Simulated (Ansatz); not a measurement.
We consider ZnS (P3m1, No. 156, 36 atoms in the cell; start mp-556363; a measured phase of this formula has another space group), described by r²SCAN in Ansatz (PAW).

Settings: plane-wave cutoff 560 eV, 12×12×1 k mesh (along the axes of the cell as run), Fermi–Dirac smearing 0.01 eV, scalar-relativistic PAW data made under PBE.

Cell (relaxed at this level):

```yaml
crystal:
  lattice:
    - [3.80954, 0.00000, 0.00000]
    - [-1.90477, 3.29916, 0.00000]
    - [0.00000, 0.00000, 56.05013]
  atoms:
    - { symbol: Zn, position: [0.00000, 0.00000, 0.16663] }
    - { symbol: Zn, position: [0.00000, 0.00000, 0.44439] }
    - { symbol: Zn, position: [0.66667, 0.33333, 0.33335] }
    - { symbol: Zn, position: [0.00000, 0.00000, 0.55561] }
    - { symbol: Zn, position: [0.00000, 0.00000, 0.72223] }
    - { symbol: Zn, position: [0.33333, 0.66667, 0.05559] }
    - { symbol: Zn, position: [0.33333, 0.66667, 0.61111] }
    - { symbol: Zn, position: [0.66667, 0.33333, 0.11111] }
    - { symbol: Zn, position: [0.00000, 0.00000, 0.00008] }
    - { symbol: Zn, position: [0.33333, 0.66667, 0.22223] }
    - { symbol: Zn, position: [0.00000, 0.00000, 0.27784] }
    - { symbol: Zn, position: [0.66667, 0.33333, 0.77784] }
    - { symbol: Zn, position: [0.66667, 0.33333, 0.94447] }
    - { symbol: Zn, position: [0.33333, 0.66667, 0.38887] }
    - { symbol: Zn, position: [0.33333, 0.66667, 0.83335] }
    - { symbol: Zn, position: [0.66667, 0.33333, 0.66663] }
    - { symbol: Zn, position: [0.66667, 0.33333, 0.49999] }
    - { symbol: Zn, position: [0.00000, 0.00000, 0.88887] }
    - { symbol: S, position: [0.00000, 0.00000, 0.93050] }
    - { symbol: S, position: [0.00000, 0.00000, 0.04170] }
    - { symbol: S, position: [0.66667, 0.33333, 0.70826] }
    - { symbol: S, position: [0.00000, 0.00000, 0.59723] }
    - { symbol: S, position: [0.33333, 0.66667, 0.43051] }
    - { symbol: S, position: [0.00000, 0.00000, 0.31947] }
    - { symbol: S, position: [0.66667, 0.33333, 0.15274] }
    - { symbol: S, position: [0.66667, 0.33333, 0.37498] }
    - { symbol: S, position: [0.33333, 0.66667, 0.09722] }
    - { symbol: S, position: [0.66667, 0.33333, 0.98617] }
    - { symbol: S, position: [0.66667, 0.33333, 0.81947] }
    - { symbol: S, position: [0.00000, 0.00000, 0.76394] }
    - { symbol: S, position: [0.33333, 0.66667, 0.65275] }
    - { symbol: S, position: [0.00000, 0.00000, 0.48602] }
    - { symbol: S, position: [0.66667, 0.33333, 0.54170] }
    - { symbol: S, position: [0.33333, 0.66667, 0.26393] }
    - { symbol: S, position: [0.00000, 0.00000, 0.20826] }
    - { symbol: S, position: [0.33333, 0.66667, 0.87499] }
```

Task: Predict the band gap.

Result: 
band gap: 2.72 eV (direct)

The result took around 20 core-minutes (rough).

A start named mp-… is a Materials Project structure, which need not be a measured phase.

Ansatz is a program for electronic structure.
